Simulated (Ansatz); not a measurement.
InBi (F-43m, No. 216, 2 atoms in the cell; start mp-1001833) was calculated with PBEsol (plane waves, PAW; Ansatz, a first-principles code).

Run with plane-wave cutoff 520 eV, 14×14×14 k mesh, Fermi–Dirac smearing 0.05 eV, scalar-relativistic PAW data made under PBE.

Cell (relaxed at this level):

BiIn has the cubic space group F-43m (No. 216), the zinc blende structure, Pearson symbol cF8. Conventional cell: a = b = c = 6.7219 Å, α = β = γ = 90.00°. In on 4a has 4 Bi at 2.911 Å (tetrahedral). Bi on 4d has 4 In at 2.911 Å (tetrahedral). (Neighbours: up to the widest gap in distance over summed covalent radii, below 1.35, at either atom.)
(The calculation used a cell of 2 atoms; values per cell refer to that cell.)

Question: Predict the bulk modulus.

Answer: 
- bulk modulus: 35.8 GPa

The run finds no gap.

Note: the bulk modulus is −V dP/dV from two relaxed cells at ±2 % in volume; the relaxation could not lower the start's symmetry, so the cell can be a saddle point above a distorted one.

Spin–orbit coupling is not included; it can shift volumes and moduli of such heavy elements.

Computed values are for the static lattice.

Cost on a shared machine: about 110 core-seconds (a rough figure).

A start named mp-… is a Materials Project structure, which need not be a measured phase.
